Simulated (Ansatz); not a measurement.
# Response to strain in Ba

Base system: Ba in the fcc (Cu type) structure (space group Fm-3m, No. 225; a = 6.165 Å; a cell from a computed database, its experimental status unchecked; relaxed with 0.1 eV smearing). Axes: x, y, z lie along the cube axes.

Strains are applied to the cell and any free atomic positions relax; under biaxial strain the out-of-plane vector relaxes too.

All numbers come from Kohn–Sham DFT with the PBEsol functional, run in Ansatz (a program for electronic structure) with PAW and 420 eV plane waves, no spin-orbit coupling.

Candidates:
(a) isotropic strain −3.67 %
(b) uniaxial strain ε_zz = −3.29 %
(c) uniaxial strain ε_zz = −2.70 %
(d) biaxial strain −2.70 %, plane normal [111], relaxed out of plane

Notes on the quantities. energy relative to the base: free energy F.

Task: Order them by energy relative to the base, lowest first.

Result: (c) uniaxial strain ε_zz = −2.70 % (+1.3 meV/atom), (b) uniaxial strain ε_zz = −3.29 % (+2.0 meV/atom), (d) biaxial strain −2.70 %, plane normal [111], relaxed out of plane (+6.5 meV/atom), (a) isotropic strain −3.67 % (+19 meV/atom)

Whether these cells are dynamically stable was not tested. This is not the structure that Ba has at room temperature and ambient pressure.
